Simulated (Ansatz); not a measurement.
Worked example: self-consistent single point of ScV₂Ga₄ (I4mm, 7 atoms in the cell) in Ansatz (a program for electronic structure).

Method: PBEsol, default PAW files made with PBE (plane waves; Ansatz).

```yaml
crystal:
  lattice:
    - [-3.23685, 3.23685, 2.58214]
    - [3.23685, -3.23685, 2.58214]
    - [3.23685, 3.23685, -2.58214]
  atoms:
    - { symbol: Sc, position: [0.00968, 0.00968, 0.00000] }
    - { symbol: V, position: [0.75000, 0.25000, 0.50000] }
    - { symbol: V, position: [0.25000, 0.75000, 0.50000] }
    - { symbol: Ga, position: [0.30087, 0.30087, 0.60174] }
    - { symbol: Ga, position: [0.69913, 0.69913, 0.39826] }
    - { symbol: Ga, position: [0.30087, 0.69913, 0.00000] }
    - { symbol: Ga, position: [0.69913, 0.30087, 0.00000] }
```

Reference input (self-consistent single point, DFT, PBEsol, plane waves, default PAW files made with PBE): basis.ecutwfc = 420 eV; kpoints.mp_grid.grid = 6 6 6; hamiltonian.xc = pbesol; hamiltonian.pseudopotentials = {kind: paw} (the program's default PAW files); scf.occupations.method = gaussian; scf.occupations.width = 0.1 eV. This run's input differs from it in these lines:

Ansatz 0.2 input:
```diff
@@ -18,3 +18,3 @@
   mp_grid:
-    grid: [6, 6, 6]
+    grid: [10, 10, 10]
 hamiltonian:
@@ -26,3 +26,3 @@
     method: gaussian
-    width: 0.1 eV
+    width: 1.0 eV
 output:
```

Output (repeated stretches shortened):

```
SCF iter   1: F=—  HF=-22859.064525 eV  |F-HF|=—  |Δ(HF+E_count)|=         —  Δρ=8.36e-3  dr2=1.02e-1  ethr=1.77e-3  ⟨swp⟩=5.1  Hψ=18286  notcnv=0
all-band conjugate gradients solve this SCF's bands
preconditioner: auto → Kerker (q_TF=auto, 2.641 Å⁻¹)
SCF iter   2: F=—  HF=-22859.054341 eV  |F-HF|=—  |Δ(HF+E_count)|=   1.02e-2  Δρ=4.29e-3  dr2=3.46e-2  ethr=1.14e-4  ⟨swp⟩=1.0  Hψ=6834  notcnv=0
   [... lines left out ...]
SCF iter   5: F=—  HF=-22859.050140 eV  |F-HF|=—  |Δ(HF+E_count)|=   4.10e-5  Δρ=1.16e-4  dr2=1.42e-5  ethr=2.78e-7  ⟨swp⟩=3.0  Hψ=11608  notcnv=0
SCF iter   6: F=—  HF=-22859.050136 eV  |F-HF|=—  |Δ(HF+E_count)|=   3.77e-6  Δρ=2.46e-5  dr2=9.36e-7  ethr=1.60e-8  ⟨swp⟩=3.0  Hψ=10611  notcnv=0
SCF iter   7: F=—  HF=-22859.050136 eV  |F-HF|=—  |Δ(HF+E_count)|=   1.91e-7  Δρ=1.02e-5  dr2=1.44e-7  ethr=1.12e-10  ⟨swp⟩=5.7  Hψ=23753  notcnv=0
SCF iter   8: F=-22859.050136 eV  HF=-22859.050136 eV  |F-HF|=6.21e-9  |Δ(HF+E_count)|=   2.46e-8  Δρ=2.38e-6  dr2=9.93e-9  ethr=1.12e-10  ⟨swp⟩=3.1  Hψ=15955  notcnv=0
SCF 1 converged in 8 iterations: F = -22859.050136 eV  dr2 = 9.93e-9
Free energy (F): -22859.050136 eV
Internal energy: -22856.656541 eV  (E = F + TS)
E sigma→0 (E₀):  -22857.853338 eV
Entropy (-TS):   -2.393596 eV (-341.942 meV/atom)
Fermi energy:    13.375880 eV
--- Forces (eV/Å), atoms counted from 1 ---
  atom   1  Sc    -0.00000000     0.00000000    -0.15774732
  atom   2  V      0.00000000     0.00000000     0.03920560
  atom   3  V     -0.00000000    -0.00000000     0.03920560
  atom   4  Ga     0.00139296     0.00139296     0.01983268
  atom   5  Ga    -0.00139296    -0.00139296     0.01983268
  atom   6  Ga    -0.00139296     0.00139296     0.01983268
  atom   7  Ga     0.00139296    -0.00139296     0.01983268
--- Stress (GPa, compression-positive) ---
       -1.177732      -0.000000      -0.000000
       -0.000000      -1.177732       0.000000
       -0.000000       0.000000      -1.325764
  P = ⅓ Tr σ = -1.2271 GPa (-12.271 kbar)
  The stress holds the Pulay correction. Without it, at fixed plane waves, as pw.x and ABINIT print it: P = -1.2744 GPa
```

The run converged in 8 iterations. Against the reference run the free energy falls by 155 meV/atom, the pressure goes from -3.44 to -1.23 GPa and the largest force goes from 0.174 to 0.158 eV/Å.

The starting cell comes from a database of computed structures (which also holds hypothetical and non-ambient phases and stackings), without a prior relaxation at this level. Its lattice was rescaled by up to half a per cent. One atom was moved a little off its site on purpose. Spin polarisation is off. Ansatz's pressure includes its estimate of the finite-basis (Pulay) stress.

Cost on one core of a shared machine: roughly 60 s.
